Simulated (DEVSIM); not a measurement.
Device: Al0.25Ga0.75As/GaAs p-n heterojunction, at 300 K.

Layer 1 from the left is Al0.25Ga0.75As, thickness (μm) 0.510, Na (cm⁻³) 5.2e17, τn (s) 1.2e-9, τp (s) 1.2e-9. Layer 2 from the left is GaAs, thickness (μm) 3.40, Nd (cm⁻³) 2e16, τn (s) 1.2e-9, τp (s) 1.2e-9.

Left contact: ohmic. Right contact: ohmic. Voltage is applied to the left contact. Recombination: SRH at mid-gap, radiative. Mobility is constant in doping.

This is a model device: material constants are rounded textbook-type values typed into the input, and sizes, dopings and lifetimes were drawn at random. Values at 300 K.

Al0.25Ga0.75As: gap (eV) 1.7357, affinity (eV) 3.8725, permittivity 12.19, Nc (cm⁻³) 6.5e17, Nv (cm⁻³) 9e18, μn (cm²/Vs) 4375, μp (cm²/Vs) 221, B (cm³/s) 2e-10. GaAs: gap (eV) 1.424, affinity (eV) 4.07, permittivity 12.9, Nc (cm⁻³) 4.7e17, Nv (cm⁻³) 9e18, μn (cm²/Vs) 8500, μp (cm²/Vs) 400, B (cm³/s) 2e-10.

Model (solved in DEVSIM): 1D drift-diffusion, Boltzmann statistics, complete ionisation; no tunnelling, impact ionisation, image-force lowering or self-heating. Band offsets follow the typed affinities; no thermionic-emission limit at abrupt steps, no polarisation charge.

Question: What does the simulation give for the potential step across the device at zero bias, the dark forward voltage at 1 A/cm², the dark forward voltage at 100 A/cm²?

Answer: potential step across the device at zero bias 1.383 V; dark forward voltage at 1 A/cm² 1.027 V; dark forward voltage at 100 A/cm² 1.164 V.
